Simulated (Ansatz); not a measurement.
The parent structure is Zr in the hcp (Mg type) structure (space group P6_3/mmc, No. 194; relaxed with 0.1 eV smearing).

```xyz
2
Lattice="3.2304 0.0000 0.0000 -1.6152 2.7976 0.0000 0.0000 0.0000 5.1788" Properties=species:S:1:pos:R:3 pbc="T T T"
Zr     1.6152     0.9325     3.8841
Zr     0.0000     1.8651     1.2947
```

Computed with PBE/PAW in Ansatz (an electronic-structure program), no SOC.

Strains are applied to the cell and any free atomic positions relax.

One change was made to it. Results:

```tsv
quantity	base	after
pressure (mean of the normal stresses, compression positive)	0.0 GPa	3.0 GPa
energy relative to the base (free energy F)	0 meV/atom	+6.3 meV/atom
```

Which change produced these results?
A. isotropic strain +2.50 %
B. isotropic strain +0.50 %
C. isotropic strain −1.00 %
D. isotropic strain −2.00 %
E. isotropic strain +2.00 %

C, isotropic strain −1.00 %. For comparison, the energy relative to the base in the other runs: isotropic strain −2.00 % gives +26 meV/atom; isotropic strain +2.00 % gives +23 meV/atom; isotropic strain +2.50 % gives +36 meV/atom; isotropic strain +0.50 % gives +1.5 meV/atom.

Stability against distortions was not tested. All final runs are without spin polarisation.
